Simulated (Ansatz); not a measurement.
Worked example: self-consistent single point of TcRu (P1, 2 atoms in the cell) in Ansatz (a program for electronic structure).

Method: PBEsol, PAW files (plane waves; Ansatz).

The change in words: atoms moved at random. Reference geometry:
```xyz
2
Lattice="2.7766 0.0000 0.0000 -1.3883 2.4046 0.0000 0.0000 0.0000 4.3948" Properties=species:S:1:pos:R:3 pbc="T T T"
Tc     0.0000     0.0000     0.0000
Ru     0.0000     1.6031     2.1974
```

Reference input (self-consistent single point, DFT, PBEsol, plane waves, PAW files): basis.ecutwfc = 500 eV; kpoints.mp_grid.grid = 11 11 6; hamiltonian.xc = pbesol; hamiltonian.pseudopotentials = {kind: paw} (the program's default PAW files); scf.occupations.method = gaussian; scf.occupations.width = 0.136 eV. This run's input differs from it in these lines:

Ansatz 0.2 input:
```diff
@@ -7,4 +7,4 @@
   atoms:
-    - { symbol: Tc, position: [0.00000000, 0.00000000, 0.00000000] }
-    - { symbol: Ru, position: [0.33333300, 0.66666700, 0.50000000] }
+    - { symbol: Tc, position: [0.01333200, -0.00038800, -0.00244300] }
+    - { symbol: Ru, position: [0.32000100, 0.66705500, 0.50244300] }
 basis:
```

The program printed (abridged):

```
SCF iter   1: F=—  HF=-11160.637739 eV  |F-HF|=—  |Δ(HF+E_count)|=         —  Δρ=3.05e-1  dr2=6.69e1  ethr=3.10e-3  ⟨swp⟩=4.9  Hψ=28318  notcnv=0
all-band conjugate gradients solve this SCF's bands
preconditioner: auto → none
SCF iter   2: F=—  HF=-11157.949253 eV  |F-HF|=—  |Δ(HF+E_count)|=    2.69e0  Δρ=2.47e-1  dr2=4.61e1  ethr=3.10e-3  ⟨swp⟩=2.8  Hψ=15880  notcnv=0  defer=65
   [... lines left out ...]
SCF iter   6: F=—  HF=-11154.213272 eV  |F-HF|=—  |Δ(HF+E_count)|=   3.61e-3  Δρ=1.98e-3  dr2=2.20e-3  ethr=5.38e-5  ⟨swp⟩=2.0  Hψ=9893  notcnv=0  defer=84
SCF iter   7: F=—  HF=-11154.213095 eV  |F-HF|=—  |Δ(HF+E_count)|=   1.77e-4  Δρ=4.05e-4  dr2=9.95e-5  ethr=7.10e-6  ⟨swp⟩=1.0  Hψ=7196  notcnv=0  defer=84
SCF iter   8: F=—  HF=-11154.213088 eV  |F-HF|=—  |Δ(HF+E_count)|=   6.77e-6  Δρ=5.72e-5  dr2=3.90e-7  ethr=3.21e-7  ⟨swp⟩=1.1  Hψ=7240  notcnv=0  defer=84
SCF iter   9: F=-11154.213088 eV  HF=-11154.213088 eV  |F-HF|=1.79e-8  |Δ(HF+E_count)|=   1.38e-7  Δρ=1.06e-5  dr2=2.14e-8  ethr=3.23e-10  ⟨swp⟩=6.5  Hψ=32664  notcnv=0
SCF 1 converged in 9 iterations: F = -11154.213088 eV  dr2 = 2.14e-8
Free energy (F): -11154.213088 eV
Internal energy: -11154.196950 eV  (E = F + TS)
E sigma→0 (E₀):  -11154.205019 eV
Entropy (-TS):   -0.016138 eV (-8.069 meV/atom)
Fermi energy:    21.346826 eV
--- Forces (eV/Å), atoms counted from 1 ---
  atom   1  Tc    -0.39920258    -0.02420505     0.10252513
  atom   2  Ru     0.39920411     0.02420742    -0.10234435
--- Stress (GPa, compression-positive) ---
      -20.487324      -0.622311      -0.295757
       -0.622311     -20.551971       0.017144
       -0.295757       0.017144     -21.415409
  P = ⅓ Tr σ = -20.8182 GPa (-208.182 kbar)
  The stress holds the Pulay correction. Without it, at fixed plane waves, as pw.x and ABINIT print it: P = -20.8422 GPa
```

The run converged in 9 iterations. Against the reference run the free energy goes up by 8.1 meV/atom, the pressure goes from -21.12 to -20.82 GPa and the largest force goes from 0.000 to 0.413 eV/Å.

The starting cell comes from a database of computed structures (which also holds hypothetical and non-ambient phases and stackings), without a prior relaxation at this level. Its lattice was rescaled by a random factor within 2.5 % of one. For this run, on top of that: atoms moved at random. Spin polarisation is off. With a pressure of about -21 GPa the cell is away from its equilibrium volume at this level. Ansatz's pressure includes its estimate of the finite-basis (Pulay) stress.
